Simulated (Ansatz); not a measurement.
Consider BeS in the zinc blende structure (space group F-43m, No. 216; a = 4.869 Å). Axes: x, y, z lie along the cube axes.

All numbers come from DFT with r2SCAN, PAW potentials and a 500 eV plane-wave cutoff in Ansatz (a quantum-chemistry and plane-wave program), no spin-orbit coupling.

For the base:

| Quantity | Result |
|---|---|
| Band gap | 3.59 eV |
| Valence-band top at Γ | 0.00, 0.00, 0.00 eV |

Now apply this change: a pure shear with ε_xy = ε_yx = -0.0297; the atoms relax in the strained cell.

### Question
What happens to the band gap?

### Answer
The band gap falls by 0.36 eV to 3.23 eV.

### Question
What does the calculation give for the valence-band top at Γ after the change?

### Answer
The valence-band top at Γ (three highest levels, from the VBM) becomes 0.00, -0.27, -0.45 eV (base: 0.00, 0.00, 0.00 eV).

No phonon test of stability was made.
